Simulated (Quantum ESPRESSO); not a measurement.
**Short convergence ladders for CuAu (P4mm, 2 atoms in the cell)**

```
CELL_PARAMETERS angstrom
      2.81400     0.00000     0.00000
      0.00000     2.81400     0.00000
      0.00000     0.00000     3.68835
ATOMIC_POSITIONS crystal
  Cu 0.00000 0.00000 0.01356
  Au 0.50000 0.50000 0.50000
```

Base method: PBEsol, GBRV 1.5 ultrasoft (PBESOL) pseudopotentials (plane waves; Quantum ESPRESSO).

Base settings: ecutwfc = 50 Ry; ecutrho = 400 Ry; occupations = smearing; smearing = fd; degauss = 0.0073499 Ry; potentials = {Cu: cu_pbesol_v1.2.uspp.F.UPF, Au: au_pbesol_v1.uspp.F.UPF}; K_POINTS = automatic 6 6 5 0 0 0; conv_thr = 1e-11 Ry; mixing_beta = 0.7.

**The width of Fermi-Dirac smearing**

In this ladder: K_POINTS = automatic 10 10 8 0 0 0.

Narrow widths need finer meshes than wide ones, so the last steps can hold mesh noise.

Only quantities that move along the ladder and can be compared are tabulated; pressure and forces are left out, as mesh noise rules them at narrow widths.

| degauss | free energy less the last step's (meV/atom) | energy extrapolated to zero width less the last step's (meV/atom) |
|---|---|---|
| 0.073499 Ry | -756.10 | 103.30 |
| 0.036749 Ry | -148.42 | 27.48 |
| 0.02205 Ry | -45.44 | 3.77 |
| 0.0147 Ry | -18.80 | 0.51 |
| 0.0073499 Ry | -3.60 | 0.13 |
| 0.0036749 Ry | 0.00 | 0.00 |

Widest degauss that holds the free energy within 5 meV/atom: not settled: the last two steps still differ by 3.6 meV/atom, over half the tolerance, so the ladder does not show it.

Widest degauss that holds the energy extrapolated to zero width within 2 meV/atom of the last step, with all finer ones: 0.0147 Ry; the step before is off by 3.8 meV/atom.

The extrapolation to zero width removes most of the smearing's effect on the energy.

**The width of cold smearing**

In this ladder: smearing = cold; K_POINTS = automatic 10 10 8 0 0 0.

Narrow widths need finer meshes than wide ones, so the last steps can hold mesh noise.

Only quantities that move along the ladder and can be compared are tabulated; pressure and forces are left out, as mesh noise rules them at narrow widths.

```csv
degauss,free energy less the last step's (meV/atom)
0.036749 Ry,0.86
0.02205 Ry,0.66
0.0147 Ry,0.02
0.0073499 Ry,-0.08
0.0036749 Ry,0.00
```

Widest degauss that holds the free energy within 0.5 meV/atom of the last step, with all finer ones: 0.0147 Ry; the step before is off by 0.66 meV/atom.

On the base run: the starting cell has typed, rounded lattice constants, without a prior relaxation at this level. Its lattice was rescaled by up to half a per cent. One atom was moved a little off its site on purpose. Spin polarisation is off. In the base run, with a pressure of about -5 GPa the cell is away from its equilibrium volume at this level. Without a gap this mesh is coarse (it stands for a supercell whose shortest vector is 17 Å).

Left out of this page: 4 runs of the series outside the window shown, repeating another row's setting, or not comparable; 1 run of the series unsound by tests on forces, stress, charge or solver warnings.
